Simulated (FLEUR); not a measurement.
A self-consistent single point of NaF (Fm-3m, 2 atoms in the cell) with FLEUR.

Computed with FLEUR with PBEsol, all-electron FLAPW (FLEUR), scalar-relativistic valence.

```xyz
2
Lattice="0.0000 2.2674 2.2674 2.2674 0.0000 2.2674 2.2674 2.2674 0.0000" Properties=species:S:1:pos:R:3 pbc="T T T"
Na     0.0000     0.0000     0.0000
F      2.2674     2.2674     2.2674
```

Reference input (self-consistent single point, DFT, PBE, all-electron FLAPW (FLEUR), scalar-relativistic valence): Kmax = 4.4 1/bohr; GmaxXC = 17.6 1/bohr; xcFunctional = pbe; jspins = 1; l_soc = F; mode = hist; fermiSmearingEnergy = 0.0001 Htr; mesh (inpgen div1-3) = 10 10 10; inpgen gamma flag = true; Gmax = 17.6 1/bohr; numbands = 0; maxIterBroyd = 15. This run's input differs from it in these lines:

```diff
@@ -14,2 +14,3 @@
 &comp jspins=1 /
+&exco xctyp='PBEs' /
 &kpt div1=10 div2=10 div3=10 gamma=t /
@@ -26,3 +27,3 @@
       <coreElectrons ctail="T" frcor="F" kcrel="0" coretail_lmax="0"/>
-      <xcFunctional name="pbe" relativisticCorrections="F"/>
+      <xcFunctional name="PBEs" relativisticCorrections="F"/>
       <magnetism jspins="1"/>
```

Output (repeated stretches shortened):

```
 Iteration:     1   Distance:      16.08866175 me/bohr^3
 Iteration:     2   Distance:      13.71468856 me/bohr^3
 Iteration:     3   Distance:       4.66315019 me/bohr^3
 Iteration:     4   Distance:       5.07568299 me/bohr^3
 Iteration:     5   Distance:       1.10968978 me/bohr^3
   [... 5 lines left out ...]
 Iteration:    11   Distance:       0.00128428 me/bohr^3
 Iteration:    12   Distance:       0.00002313 me/bohr^3
 Iteration:    13   Distance:       0.00005932 me/bohr^3
 Iteration:    14   Distance:       0.00000382 me/bohr^3
 Run finished successfully
 Stop message:
   Structural relaxation: Done

[file out, last iteration]
             iter=     15
[...]
          total density-effective poten   -3.9444089650E+02
          total charge density-energy d   -2.4153409149E+01
 Updated energy parameters for spin:           1
[...]
 fermi energy and band-weighting factors:

[...]
FERMIE:
          first approx. to ef    (T=0)  :  -0.047247 htr   (energy of the highest occ. eigenvalue)
          number of occ. states  (T=0)  :        376
          first approx. to seigv (T=0)  :  -9.837847 htr
          sum of weights of occ. states :   8.000000
          sum of semicore charge        :   0.000000 e
FERHIS:  Fermi-Energy by histogram:
          bandgap                     :   0.246281 htr
   [... lines left out ...]
          charge neutrality (T=0)     :   0.000000    (zero if the highest occ. eigenvalue is "entirely" occupied)
 Direct bandgap for spin            1 :   0.24628059477747793       Htr
 ---->    free energy=                      -261.7647992601 htr
   [... lines left out ...]
      extrapolation for T->0
 ---->    total electron energy=            -261.7647992601 htr
 ***** TOTAL FORCES ON ATOMS *****
 TOTAL FORCE FOR ATOM TYPE=  1  X=  0.000   Y=  0.000   Z=  0.000
                       FX_TOT= 0.000000 FY_TOT= 0.000000 FZ_TOT= 0.000000
 TOTAL FORCE FOR ATOM TYPE=  2  X=  4.285   Y=  4.285   Z=  4.285
                       FX_TOT= 0.000000 FY_TOT= 0.000000 FZ_TOT= 0.000000
 Structural relaxation: Done
```

The run converged in 14 iterations. FLEUR gives forces in its relaxation mode, with a further iteration, so its stop message speaks of a relaxation. Against the reference run the gap on the mesh goes from 6.863 to 6.702 eV.

The starting cell comes from a database of computed structures (which also holds hypothetical and non-ambient phases and stackings), without a prior relaxation at this level. Its lattice was rescaled by a random factor within 2.5 % of one. Values depend on the basis (sphere radii, cutoffs, local orbitals), which need not be converged.
